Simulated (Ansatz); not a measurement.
**BAs with two functionals, x(N) = 0.333, 6 atoms, Imm2**

The reference is BAs in the zinc blende structure (space group F-43m, No. 216; a = 4.809 Å).

(Cell as relaxed with PBE.)

Levels (all Ansatz, a first-principles code, PAW): PBE (420 eV, no SOC); r2SCAN (500 eV, without spin-orbit coupling).

Each level relaxes its own structure.

```csv
base,PBE,r2SCAN
volume per atom,13.90 Å³,13.69 Å³
lattice parameter a,9.088 bohr,9.040 bohr
band gap,1.21 eV,1.38 eV
```

One thing is altered: N replaces 33.3 % of the As, ordered in a cell of 6 atoms (starting symmetry Imm2) and fully relaxed.

```tsv
quantity	PBE	r2SCAN
valence-band top at Γ (three highest levels, from the VBM)	0.00, -1.42, -1.85 eV	(withheld)
deviation of the volume from the linear (Vegard-type) interpolation	-2.7 %	(withheld)
mixing energy	+0.419 eV/atom	(withheld)
band gap	0.16 eV	(withheld)
shift of the gap caused by the change	-1.05 eV	(withheld)
```

Q: Given the PBE results, estimate those of r2SCAN.

A: 
- valence-band top at Γ (three highest levels, from the VBM), r2SCAN: 0.00, -1.48, -1.91 eV
- deviation of the volume from the linear (Vegard-type) interpolation, r2SCAN: -2.4 %
- mixing energy, r2SCAN: +0.449 eV/atom
- band gap, r2SCAN: 0.36 eV
- shift of the gap caused by the change, r2SCAN: -1.02 eV

PBE's deviation of the volume from the linear lies 0.3 % below r2SCAN's; PBE's mixing energy lies 0.0294 eV/atom below r2SCAN's; PBE's band gap lies 0.20 eV below r2SCAN's; PBE's shift of the gap caused by the change lies 0.03 eV below r2SCAN's. Neither level is exact; r2SCAN is the comparison here, not a measurement.

These are small ordered cells, not random alloys; other orderings at the same x differ. Whether these cells are dynamically stable was not tested. A zero or small gap of B3As2N can be the functional's error rather than a property of the material.
